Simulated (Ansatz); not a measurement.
Calculation: PBE (plane waves to 420 eV, PAW; Ansatz, a first-principles code).

Planar average of the electrostatic potential across the slab, in eV from the Fermi level, for Pt on a Cu site (surface) in a 3x3 cell of the 1x1 (100) surface of fcc Cu:

(z (Å), V (eV)): (5.17, 4.54); (5.44, 4.54); (5.72, 4.54); (5.99, 4.54); (6.26, 4.53); (6.53, 4.52); (6.81, 4.51); (7.08, 4.48); (7.35, 4.42); (7.62, 4.29); (7.89, 4.05); (8.17, 3.56); (8.44, 2.58); (8.71, 0.36); (8.98, -5.22); (9.26, -11.41); (9.53, -14.16); (9.80, -12.91); (10.07, -8.06); (10.34, -2.90); (10.62, -3.66); (10.89, -9.35); (11.16, -13.69); (11.43, -14.24); (11.71, -10.87); (11.98, -4.89); (12.25, -1.59); (12.52, -4.81); (12.79, -10.79); (13.07, -14.20); (13.34, -13.70); (13.61, -9.39); (13.88, -3.65); (14.16, -2.69); (14.43, -7.94); (14.70, -13.38); (14.97, -15.23); (15.24, -12.82); (15.52, -6.61); (15.79, -0.39); (16.06, 2.41); (16.33, 3.58); (16.61, 4.15); (16.88, 4.43); (17.15, 4.57); (17.42, 4.64); (17.69, 4.67); (17.97, 4.69); (18.24, 4.70); (18.51, 4.70); (18.78, 4.70); (19.06, 4.70); (19.33, 4.70)

Slab: 36 atoms, 5.3 Å thick at the start (thin: gaps and levels are the slab's own); k 4x4x1, smearing 0.1 eV, dipole-corrected; 9 atoms held, the rest relaxed; symmetry of the start imposed; no spin, no spin-orbit, no U.

The vacuum level lies 4.71 eV above the Fermi level over the top face and 4.54 eV above it under the bottom face.
